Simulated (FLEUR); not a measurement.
A self-consistent single point of FeSb (P6_3/mmc, 4 atoms in the cell) with FLEUR.

Level of theory: LDA (Perdew-Zunger), all-electron FLAPW (FLEUR), scalar-relativistic valence run with FLEUR.

The change in words: lattice scaled by 0.98. Reference geometry:
```
FeSb
1.0
    4.01481     0.00000     0.00000
   -2.00740     3.47693     0.00000
    0.00000     0.00000     5.01976
Fe Sb
2 2
Direct
  0.00000   0.00000   0.00000
  0.00000   0.00000   0.50000
  0.66667   0.33333   0.25000
  0.33333   0.66667   0.75000
```
Moments meant for the start (each program seeds them in its own way; μB, in the order of the atoms Fe Fe Sb Sb): 4.0 4.0 0.0 0.0.

Reference input (self-consistent single point, DFT, LDA (Perdew-Zunger), all-electron FLAPW (FLEUR), scalar-relativistic valence): Kmax = 4.1 1/bohr; GmaxXC = 12.3 1/bohr; xcFunctional = pz; jspins = 2; l_soc = F; mode = gauss; fermiSmearingEnergy = 0.00499791 Htr; mesh (inpgen div1-3) = 6 6 4; inpgen gamma flag = true; Gmax = 12.3 1/bohr; numbands = 0; maxIterBroyd = 15. This run's input differs from it in these lines:

```diff
@@ -3,5 +3,5 @@
 &input film=f /
-4.0148097394 0.0000000605 0.0000000000
--2.0074049221 3.4769271954 0.0000000000
-0.0000000000 0.0000000000 5.0197600000
+3.9345133790 0.0000001441 0.0000000000
+-1.9672568143 3.4073884657 0.0000000000
+0.0000000000 0.0000000000 4.9193650000
 1.8897261246
@@ -46,5 +46,5 @@
          <bravaisMatrix>
-            <row-1>    7.5868908498426979     0.0000001143284305     0.0000000000000000</row-1>
-            <row-2>   -3.7934455239429981     6.5704401544795887     0.0000000000000000</row-2>
-            <row-3>    0.0000000000000000     0.0000000000000000     9.4859716112220944</row-3>
+            <row-1>    7.4351527198845213     0.0000002723095346     0.0000000000000000</row-1>
+            <row-2>   -3.7175765957800806     6.4390310002940003     0.0000000000000000</row-2>
+            <row-3>    0.0000000000000000     0.0000000000000000     9.2962525569428784</row-3>
          </bravaisMatrix>
```

The program printed (abridged):

```
 Iteration:     1   Distance:      37.87612666 me/bohr^3
 Iteration:     2   Distance:      34.64297848 me/bohr^3
 Iteration:     3   Distance:      25.70213197 me/bohr^3
 Iteration:     4   Distance:      12.18179395 me/bohr^3
 Iteration:     5   Distance:       7.05474889 me/bohr^3
   [... 20 lines left out ...]
 Iteration:    26   Distance:       0.00015280 me/bohr^3
 Iteration:    27   Distance:       0.00011247 me/bohr^3
 Iteration:    28   Distance:       0.00007184 me/bohr^3
 Iteration:    29   Distance:       0.00000492 me/bohr^3
 Run finished successfully
 Stop message:
   Structural relaxation: Done

[file out, last iteration]
             iter=     30
[...]
          total density-effective poten   -2.5536006696E+04
          total charge density-energy d   -4.3798935468E+02
 Updated energy parameters for spin:           1
 Updated energy parameters for spin:           2
[...]
 fermi energy and band-weighting factors:

[...]
FERMIE:
          first approx. to ef    (T=0)  :   0.397790 htr   (energy of the highest occ. eigenvalue)
          number of occ. states  (T=0)  :       1298
          first approx. to seigv (T=0)  : -35.430873 htr
          sum of weights of occ. states :  62.055556
          sum of semicore charge        :   0.000000 e
          fermi energy=   0.39827 har   work function= -10.83755 ev
   [... lines left out ...]
          total moment                 =     1.71458
 Direct bandgap for spin            1 :    6.8154634729202246E-003  Htr
 Direct bandgap for spin            2 :    1.0184151455513657E-002  Htr
 ---->    free energy=                    -15497.5307618002 htr
   [... lines left out ...]
SPIN-2 FORCE FOR ATOM TYPE=  2  X= -3.718   Y=  2.146   Z=  2.324      FX_SP = 0.000000 FY_SP = 0.000000 FZ_SP = 0.000000
 ***** TOTAL FORCES ON ATOMS *****
 TOTAL FORCE FOR ATOM TYPE=  1  X=  0.000   Y=  0.000   Z=  0.000
                       FX_TOT= 0.000000 FY_TOT= 0.000000 FZ_TOT= 0.000000
 TOTAL FORCE FOR ATOM TYPE=  2  X= -3.718   Y=  2.146   Z=  2.324
                       FX_TOT= 0.000000 FY_TOT= 0.000000 FZ_TOT= 0.000000
```

The run converged in 29 iterations. FLEUR gives forces in its relaxation mode, with a further iteration, so its stop message speaks of a relaxation. Against the reference run the total energy goes down by 46.5 meV/atom and the size of the net moment goes from 0.58 to 0.43 μB/atom.

The starting cell comes from a database of computed structures (which also holds hypothetical and non-ambient phases and stackings), without a prior relaxation at this level. For this run, on top of that: lattice scaled by 0.98. Spin-orbit coupling is off. The moments shrank to a small part of their start, a low-spin state that need not be the lowest. Values depend on the basis (sphere radii, cutoffs, local orbitals), which need not be converged. The log's line on a gap gives a spacing of levels on this mesh, which the program prints for metals too.

Cost on one core of a shared machine: roughly 6 min.
